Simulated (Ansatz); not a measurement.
H interstitial started at a bond centre in rock-salt NaCl (the name describes the start): one set of geometries, relaxed with PBE, evaluated in Ansatz (PAW, plane waves to 420 eV, 500 eV under r2SCAN) with PBE, r2SCAN.

Cell and caveats: 64-site cell; 2×2×2 shifted k-points; start: bond centre of Na and Cl, 2.85 Å; charged states image-corrected; energies good to tenths of an eV; relaxed from one start, so a lower configuration may exist.

```
quantity                                                     PBE  r2SCAN
----------------------------------------------------------  ----  ------
host gap (eV)                                               4.99       …
ε(+1/0) above the VBM (eV), not thermodynamic with PBE      3.39       …
ε(0/−1) above the VBM (eV), not thermodynamic with PBE      3.08       …
neutral formation energy against H2 molecule in a box (eV)  2.51       …
largest moment on one atom at charge 0 (μB)                 0.65       …
```

Question: Given the lower rungs, what does r2SCAN give?

Answer: 
- host gap (eV), r2SCAN: 5.78
- ε(+1/0) above the VBM (eV), not thermodynamic with PBE, r2SCAN: 3.53
- ε(0/−1) above the VBM (eV), not thermodynamic with PBE, r2SCAN: 3.53
- neutral formation energy against H2 molecule in a box (eV), r2SCAN: 2.47
- largest moment on one atom at charge 0 (μB), r2SCAN: 0.69

Ansatz is a quantum-chemistry and plane-wave program.
